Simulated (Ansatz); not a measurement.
## MgS (P6₃mc, No. 186, 4 atoms in the cell; start mp-1185942; a measured phase of this formula has another space group)

The numbers are results of r²SCAN0 in Ansatz (PAW), not measurements.

Settings: plane-wave cutoff 520 eV, 9×9×4 k mesh (along the axes of the cell as run), Fermi–Dirac smearing 0.01 eV, scalar-relativistic PAW data made under PBE.

Cell (relaxed with PBEsol):

```
CELL_PARAMETERS angstrom
      4.02849     0.00000     0.00000
     -2.01425     3.48878     0.00000
      0.00000     0.00000     6.41601
ATOMIC_POSITIONS crystal
  Mg 0.66667 0.33333 0.49628
  Mg 0.33333 0.66667 0.99628
  S  0.33333 0.66667 0.37871
  S  0.66667 0.33333 0.87871
```

For MgS (P6₃mc, No. 186, 4 atoms in the cell; start mp-1185942; a measured phase of this formula has another space group), the band gap comes out as 5.60 eV (on the SCF k mesh).

Static lattice: no zero-point or thermal effects.

It cost around 5 core-minutes (rough) of CPU time.

A start named mp-… is a Materials Project structure, which need not be a measured phase.

Ansatz is a quantum-chemistry and plane-wave program.
